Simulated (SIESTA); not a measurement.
Band structure of Te₂Mo (P-6m2, 3 atoms in the cell).

```yaml
crystal:
  lattice:
    - [3.51715, 0.00000, 0.00000]
    - [-1.75858, 3.04594, 0.00000]
    - [0.00000, 0.00000, 17.31202]
  atoms:
    - { symbol: Te, position: [0.33333, 0.66667, 0.89786] }
    - { symbol: Te, position: [0.33333, 0.66667, 0.10214] }
    - { symbol: Mo, position: [0.00000, 0.00000, 0.00000] }
```

Method of the run: SIESTA 5.4.2 with LDA PW92, numerical atomic orbitals DZP, PseudoDojo LDA standard norm-conserving potentials (rewritten from UPF to PSML).

Settings: XC.functional = LDA; XC.authors = PW92; potentials = PseudoDojo LDA standard; PAO.BasisSize = DZP; PAO.EnergyShift = 0.01 Ry; MeshCutoff = 300 Ry; kgrid.MonkhorstPack = 6 6 1; OccupationFunction = FD; ElectronicTemperature = 10 K; MaxSCFIterations = 150; SCF.Mixer.Method = Pulay; SCF.Mixer.Weight = 0.1; SCF.Mixer.History = 6; SCF.DM.Tolerance = 1.0E-04.

The starting cell comes from a database of computed structures (which also holds hypothetical and non-ambient phases and stackings), without a prior relaxation at this level. Its lattice was rescaled by a random factor within 2.5 % of one. Spin-orbit coupling is off. Values carry the incompleteness of an atom-centred basis.

### Question
Predict the gap along the standard path and the places of the band edges.

### Answer
The gap along the path is 1.08 eV, direct at K to within 0.01 eV.

Levels in eV from the top of the valence band on the path, bands 20 to 24:
| point | 20 | 21 | 22 | 23 | 24 |
|---|---|---|---|---|---|
| Γ | -1.58 | -0.96 | -0.96 | -0.35 | 3.26 |
| M | -2.44 | -1.55 | -0.68 | -0.32 | 1.44 |
| K | -2.98 | -2.96 | -1.67 | 0.00 | 1.08 |
| A | -1.58 | -0.96 | -0.96 | -0.35 | 3.26 |
| L | -2.44 | -1.55 | -0.68 | -0.32 | 1.44 |
| H | -2.98 | -2.96 | -1.67 | 0.00 | 1.08 |

Higher empty bands are left out: an atom-centred basis made for the valence describes them poorly.
